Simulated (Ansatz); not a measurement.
```xyz
16
Lattice="3.6287 3.6159 3.6186 3.6300 -3.6231 3.6245 3.6418 -3.6172 -3.6304" Properties=species:S:1:pos:R:3 pbc="T T T"
Cu     5.4694    -5.4174     0.0046
Cu     3.6345    -1.8173    -1.8177
Cu     3.6560    -3.6201     0.0069
Cu     5.4574    -1.8277    -0.0204
Cu     5.4457    -3.6194     1.8021
Zn     7.2654    -1.7879     1.7871
Zn     1.8209    -1.8365    -0.0326
Zn     3.6857    -0.0178     0.0185
Cu     3.6290    -1.8244     1.8136
Cu     5.4553    -0.0030     1.7991
Zn     5.3984    -1.7904     3.6481
Cu    -0.0179     0.0048    -0.0127
Cu     1.8174    -0.0008     1.8185
Cu     3.6282     1.8173     1.8057
Cu     3.6035    -0.0038     3.6129
Cu     5.4541    -0.0023     5.4422
```

The mixing enthalpy is taken against the end members in the face-centred cubic type (which need not be the stable form of Cu and Zn), relaxed in the same cell and mesh.

All values below come from r2SCAN (plane waves to 500 eV, PAW; Ansatz, a program for electronic structure). Scalar-relativistic, without spin–orbit coupling. Its k-point mesh 6×6×6, Fermi–Dirac width 0.05 eV.

### Question
Give the composition and order of this alloy cell, and its volume, bond lengths and mixing enthalpy.

### Answer
A 16-atom cell of (Cu,Zn) started in the face-centred cubic structure, site fractions Cu 0.750, Zn 0.250, short-range order -0.06 in the first shell of the mixed sites (0 is random, a negative value favours unlike neighbours), space group P1 at the end.
volume per atom: 11.93 Å³
Cu–Cu bonds: 2.560 Å on average, from 2.526 to 2.602 (53)
Cu–Zn bonds: 2.564 Å on average, from 2.510 to 2.624 (38)
Zn–Zn bonds: 2.623 Å on average, from 2.587 to 2.665 (5)
mixing enthalpy per site of the mixed sublattice: -65 meV
departure of the mean lattice parameter from Vegard's line: -0.5 %
